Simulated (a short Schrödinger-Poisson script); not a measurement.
**Gated Al0.3Ga0.7N/GaN polarisation-induced gas**

Structure: gated Al0.3Ga0.7N/GaN polarisation-induced gas, at 20 K.

```csv
layer,material,thickness (nm),Na (cm⁻³)
1,Al0.3Ga0.7N,10,-
2,GaN,6000,2e15
```

The device is made up for the run: typed textbook-type constants, with dimensions and the other settings drawn at random. Al0.3Ga0.7N: permittivity 9.32, conduction-band edge (eV) 0.414, gap (eV) 4.021, electron mass (mₑ) 0.236, Nv at 300 K (cm⁻³) 4.6e19. GaN: permittivity 9.5, conduction-band edge (eV) 0, gap (eV) 3.43, Nv at 300 K (cm⁻³) 4.6e19.

Channel valleys (confinement mass, in-plane density-of-states mass, number): Γ 0.2, 0.2, 1. At the gate the conduction-band edge of layer 1 lies 1.23 eV − eVg above the Fermi level of the channel; the field vanishes at the back. Sheet of polarisation charge: +1.5e13 e/cm² at 10 nm from the gate. The barrier under the gate holds no holes. Gaps are held at their typed values at every temperature. Mesh 0.08 nm at interfaces.

Solved with a short Schrödinger-Poisson script written for these runs: 1D Poisson equation in equilibrium, electrons quantum, Hartree (BenDaniel-Duke, 40 states a valley, the channel's in-plane mass for all, wave functions free to enter the barrier), parabolic valleys, classical holes, full ionisation, no traps, pinning or gate leakage.

| Vg (V) | electrons (cm⁻²) | in the channel layer | C (μF/cm²) | Γ E0 (meV) | Γ E1 (meV) |
|---|---|---|---|---|---|
| 0.5 | 1.12e13 | 1.02e13 | 0.761 | -123.3 | -10.6 |
| 0.35 | 1.05e13 | 9.65e12 | 0.757 | -116.3 | -9.1 |
| 0.2 | 9.78e12 | 9.07e12 | 0.753 | -109.3 | -7.7 |
| 0.05 | 9.07e12 | 8.48e12 | 0.749 | -102.2 | -6.3 |
| -0.1 | 8.37e12 | 7.87e12 | 0.744 | -95.1 | -5.0 |
| -0.25 | 7.68e12 | 7.26e12 | 0.740 | -88.0 | -3.7 |
| -0.4 | 6.99e12 | 6.65e12 | 0.736 | -80.9 | -2.4 |
| -0.55 | 6.30e12 | 6.03e12 | 0.731 | -73.7 | -1.0 |
| -0.7 | 5.62e12 | 5.40e12 | 0.726 | -66.4 | 0.7 |
| -0.85 | 4.94e12 | 4.78e12 | 0.720 | -58.9 | 3.3 |
| -1 | 4.27e12 | 4.15e12 | 0.714 | -51.1 | 7.3 |
| -1.15 | 3.61e12 | 3.52e12 | 0.707 | -43.1 | 11.9 |
| -1.3 | 2.95e12 | 2.89e12 | 0.700 | -35.3 | 16.4 |
| -1.45 | 2.30e12 | 2.26e12 | 0.691 | -27.5 | 20.5 |
| -1.6 | 1.65e12 | 1.63e12 | 0.679 | -19.8 | 24.2 |
| -1.75 | 1.02e12 | 1.02e12 | 0.663 | -12.3 | 27.2 |
| -1.9 | 4.16e11 | 4.14e11 | 0.634 | -4.9 | 29.4 |

Gate voltages with under 1e6 electrons/cm² are left out.

Subbands count from the Fermi level.
